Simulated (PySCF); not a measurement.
PySCF 2.14.0, R2SCAN/def2-tzvp, df: Ag(NH3)2 ([NH3]->[Ag+]<-[NH3]), charge +1, multiplicity 1, 9 atoms. The geometry is a generated start, not checked to be a minimum at this level.

```json
{
 "task": "energy",
 "method": "r2scan",
 "basis": "def2-tzvp",
 "two_electron_scheme": "density fitting",
 "mol.max_memory": "3000 MB",
 "mf.max_cycle": "100",
 "mf.conv_tol": "1e-09 (default)",
 "mf.grids.level": "3 (default)",
 "effective_core_potentials": "those of the basis set, past Kr",
 "basis_functions": "138",
 "grid_points": "109096"
}
```

```xyz
9

Ag    -0.0105    -0.0051    -0.0095
N     -1.2485    -0.6744     1.7649
H     -1.6860     0.1068     2.2518
H     -0.6934    -1.1704     2.4610
H     -2.0050    -1.3038     1.4999
N      1.2478     0.6735    -1.7665
H      0.9997     1.6104    -2.0820
H      1.1539     0.0619    -2.5762
H      2.2421     0.7012    -1.5433
```

Charge 1 and multiplicity 1 are set for this test and not shown to be the ground state.

With the defaults (mf.DIIS = CDIIS, mf.diis = true, mf.init_guess = minao, mf.diis_space = 8, mf.level_shift = 0, mf.damp = 0, mf.diis_start_cycle = 1, mf.diis_damp = 0) it converges in 14 Fock builds. One run each on 2 threads, 1 BLAS thread, with these changes:
- mf.diis_damp = 0.3
- mf.diis_space = 5
- mf.level_shift = 0.1 Hartree
- mf.DIIS = EDIIS
- mf.diis = false
- mf.diis_space = 12
- mf.damp = 0.3, mf.diis_start_cycle = 4
- mf.init_guess = atom
- mf.diis = false, mf.damp = 0.7, mf.diis_start_cycle = 999

Question: Name the settings that don't reach the solution of the defaults.

Answer: No convergence: mf.DIIS = EDIIS; mf.diis = false (the run ends without SCF convergence in 100 cycles). The rest reach the solution of the defaults.

```tsv
setting	Fock builds	end
mf.init_guess = atom	11	same solution
mf.diis_damp = 0.3	13	same solution
the defaults	14	same solution
mf.diis_space = 12	14	same solution
mf.level_shift = 0.1 Hartree	14	same solution
mf.diis_space = 5	14	same solution
mf.damp = 0.3, mf.diis_start_cycle = 4	25	same solution
mf.diis = false, mf.damp = 0.7, mf.diis_start_cycle = 999	27	same solution
mf.DIIS = EDIIS	101	no convergence
mf.diis = false	101	no convergence
```
